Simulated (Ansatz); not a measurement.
Defect migration in wurtzite AlN: N vacancy, charge state +1. The step: one N atom jumps into the vacancy from a nearby N site; the atom moves 3.12 Å along (0.00, 1.00, 0.00) of the unit cell; the moving atom starts with neighbours Al at 1.88, Al at 1.90, 2 Al at 1.92 Å and ends with Al at 1.88, Al at 1.90, 2 Al at 1.92 Å. DFT values are from Ansatz (plane-wave PAW, 420 eV unless said) in a cell of 72 host sites, spin-restricted, static, with no finite-size correction. The charge state is imposed; whether it is stable for some Fermi level was not computed. Forms of the defect that were not tried may lie lower. For the PBE band: the saddle point's order was not checked, and it lies on a symmetry element of the cell, where a band can be held.

```csv
Level,Forward barrier (eV),Cost of the band or of the saddle's single point
"CHGNet universal potential (has no charge state), its own band",2.11,-
"PBE, the Γ point alone, band relaxed",3.86,about 2.5 core-minutes (a rough figure)
"PBE, a 2×2×2 k-point mesh shifted by half a step along c, same geometries",4.33,very roughly 40 core-seconds
"r2SCAN at 500 eV, the Γ point alone, same geometries",4.32,roughly 25 core-seconds
```

At the Γ point alone and the same geometries, HSE06 less PBE is +0.48 eV for this barrier.

Ansatz is a program for electronic structure.
